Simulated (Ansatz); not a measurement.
A self-consistent single point of BiS (Cm, 4 atoms in the cell) with Ansatz (a quantum-chemistry and plane-wave program).

Level of theory: LDA (PW92), default PAW files made with PBE (plane waves; Ansatz).

```yaml
crystal:
  lattice:
    - [2.83287, -2.79049, 0.00000]
    - [2.83287, 2.79049, 0.00000]
    - [-1.65000, 0.00000, 10.87060]
  atoms:
    - { symbol: Bi, position: [0.19052, 0.19052, 0.34731] }
    - { symbol: Bi, position: [0.81082, 0.81082, 0.65729] }
    - { symbol: S, position: [0.73361, 0.73361, 0.38560] }
    - { symbol: S, position: [0.26639, 0.26639, 0.61440] }
```

Reference input (self-consistent single point, DFT, LDA (PW92), plane waves, default PAW files made with PBE): basis.ecutwfc = 420 eV; kpoints.mp_grid.grid = 8 8 3; hamiltonian.xc = lda; hamiltonian.pseudopotentials = {kind: paw} (the program's default PAW files); scf.occupations.method = fermi_dirac; scf.occupations.width = 0.1 eV. This run's input differs from it in these lines:

Ansatz 0.2 input:
```diff
@@ -13,3 +13,3 @@
 kpoints:
-  mp_grid: { grid: [8, 8, 3] }
+  mp_grid: { grid: [13, 13, 5] }
 hamiltonian:
@@ -18,3 +18,3 @@
 scf:
-  occupations: { method: fermi_dirac, width: 0.1 }
+  occupations: { method: cold, width: 1.0 }
 output:
```

The program printed (abridged):

```
SCF iter   1: F=—  HF=-25910.866112 eV  |F-HF|=—  |Δ(HF+E_count)|=         —  Δρ=4.67e-3  dr2=4.99e-2  ethr=1.77e-3  ⟨swp⟩=6.6  Hψ=33286  notcnv=0
all-band conjugate gradients solve this SCF's bands
preconditioner: auto → LDOS
SCF iter   2: F=—  HF=-25910.858399 eV  |F-HF|=—  |Δ(HF+E_count)|=   7.71e-3  S|Δr|=    0.00e0  Δρ=2.08e-3  dr2=1.75e-2  ethr=1.19e-4  ⟨swp⟩=3.0  Hψ=16337  notcnv=0
   [... lines left out ...]
SCF iter   5: F=—  HF=-25910.854374 eV  |F-HF|=—  |Δ(HF+E_count)|=   6.20e-7  S|Δr|=    0.00e0  Δρ=5.27e-5  dr2=7.52e-6  ethr=1.58e-7  ⟨swp⟩=3.0  Hψ=13217  notcnv=0
SCF iter   6: F=—  HF=-25910.854373 eV  |F-HF|=—  |Δ(HF+E_count)|=   1.35e-6  S|Δr|=    0.00e0  Δρ=1.08e-5  dr2=4.73e-7  ethr=1.79e-8  ⟨swp⟩=2.0  Hψ=11805  notcnv=0
SCF iter   7: F=-25910.854373 eV  HF=-25910.854373 eV  |F-HF|=1.26e-8  |Δ(HF+E_count)|=   7.03e-8  S|Δr|=    0.00e0  Δρ=3.05e-6  dr2=2.66e-8  ethr=2.38e-10  ⟨swp⟩=7.7  Hψ=34910  notcnv=0
SCF 1 converged in 7 iterations: F = -25910.854373 eV  dr2 = 2.66e-8
Stability not checked (fill_not_monotonic)
Free energy (F): -25910.854373 eV
Internal energy: -25910.566947 eV  (E = F + TS)
E sigma→0 (E₀):  -25910.758564 eV
Entropy (-TS):   -0.287426 eV (-71.856 meV/atom)
Fermi energy:    4.180106 eV
--- Forces (eV/Å), atoms counted from 1 ---
  atom   1  Bi     0.10539664    -0.00000000     0.29502948
  atom   2  Bi    -0.09921326     0.00000000    -0.33413000
  atom   3  S     -0.16980624     0.00000000     0.14387151
  atom   4  S      0.16362490    -0.00000000    -0.10477327
--- Stress (GPa, compression-positive) ---
       -1.127558       0.000000       0.064872
        0.000000      -0.931951       0.000000
        0.064872       0.000000      -1.314268
  P = ⅓ Tr σ = -1.1246 GPa (-11.246 kbar)
  The stress holds the Pulay correction. Without it, at fixed plane waves, as pw.x and ABINIT print it: P = -1.1384 GPa
```

The run converged in 7 iterations. Against the reference run the free energy drops by 13.4 meV/atom, the pressure goes from -1.39 to -1.12 GPa and the largest force goes from 0.247 to 0.349 eV/Å.

The starting cell comes from a database of computed structures (which also holds hypothetical and non-ambient phases and stackings), without a prior relaxation at this level. Its lattice was rescaled by up to half a per cent. One atom was moved a little off its site on purpose. Spin-orbit coupling is off. Ansatz's pressure includes its estimate of the finite-basis (Pulay) stress. The run gives no clean gap (levels at the Fermi energy touch, overlap or are partly filled at this smearing), which alone does not show that the compound is a metal.

Cost on one core of a shared machine: roughly 90 s.
